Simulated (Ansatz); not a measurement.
Worked calculations on one periodic cell of amorphous B32N30O3: B32N30O3, 65 atoms, volume 675.9 Å³, made by a melt-quench on the CHGNet potential and relaxed with DFT. O and N atoms were pushed apart under 1.9 Å during the dynamics, to hinder bonds among them. It is a model cell: composition and starting density were chosen by hand, and all elements were melted together. Cycles of charging were run to anneal it. Level of theory: PBE, scalar-relativistic without spin-orbit coupling (plane waves to 420 eV, PAW; Ansatz, a quantum-chemistry and plane-wave program). Sampling: a 2×2×2 Γ-centred mesh; Fermi-Dirac width 0.02 eV; no spin polarisation. Its volume was held where the quench left it, its shape was held as a cube, and it stands at a mean pressure of -0.3 GPa with stress components up to 3.6 GPa; the relaxation ran on one k-point at (1/4, 1/4, 1/4). Its density went from a set 2.00 to 2.00 g/cm³. The cell is small and was quenched far faster than a real film, so it is one sample of the glass.

Q: Count formal charges (B +3, N -3, O -2). What does the count lead one to expect at the Fermi level, and what does the calculation give?

A: 32 × (+3) + 30 × (-3) + 3 × (-2) = 0. The charges balance, so the anion-derived valence states can be full and a gap can open. On this mesh the highest filled and lowest empty level lie 2.48 eV apart; localised defect or tail levels set that (at the zone centre the more localised edge state sits most on one N atom with neighbours B 1.43 Å, B 1.45 Å, B 1.46 Å), and the nearest spread-out levels lie 3.2 eV apart.

Four energies for an added electron at PBE on one k-point at (1/4, 1/4, 1/4) (charged cells in a uniform background, spin-polarised): neutral at the neutral geometry -18257.313 eV; charged at the neutral geometry -18250.650 eV; charged and relaxed -18251.267 eV; neutral at the charged geometry -18256.323 eV.

Q: Find the two relaxation energies and their sum, the reorganisation energy.

A: On charging: -18250.650 − (-18251.267) = 0.617 eV. On discharging: -18256.323 − (-18257.313) = 0.990 eV. The sum is 1.607 eV. The carrier's level spreads over 5 of the 65 atoms' worth, so it counts as localised, most on one B atom with neighbours N 1.30 Å, N 1.39 Å (neutral geometry). The values are uncorrected: the image energy of a point charge in this cell, 2.84 × 14.40 / (2 × 8.8) = 2.3 eV before screening, is screened by electrons alone at the fixed geometry and by ions too after relaxing, and the carrier can be spread before it relaxes, so each term can be off by up to that value times 1/ε∞, some tenths of an eV. PBE's self-interaction favours spread-out carriers, so a hybrid can localise more.

Four energies for a hole at PBE on one k-point at (1/4, 1/4, 1/4) (charged cells in a uniform background, spin-polarised): neutral at the neutral geometry -18257.313 eV; charged at the neutral geometry -18261.094 eV; charged and relaxed -18261.295 eV; neutral at the charged geometry -18256.839 eV.

Q: Find the two relaxation energies and their sum, the reorganisation energy.

A: On charging: -18261.094 − (-18261.295) = 0.201 eV. On discharging: -18256.839 − (-18257.313) = 0.474 eV. The sum is 0.675 eV. The carrier's level spreads over 6 of the 65 atoms' worth, so it counts as localised, most on one N atom with neighbours B 1.43 Å, B 1.45 Å, B 1.46 Å (neutral geometry). The values are uncorrected: the image energy of a point charge in this cell, 2.84 × 14.40 / (2 × 8.8) = 2.3 eV before screening, is screened by electrons alone at the fixed geometry and by ions too after relaxing, and the carrier can be spread before it relaxes, so each term can be off by up to that value times 1/ε∞, some tenths of an eV. PBE's self-interaction favours spread-out carriers, so a hybrid can localise more.
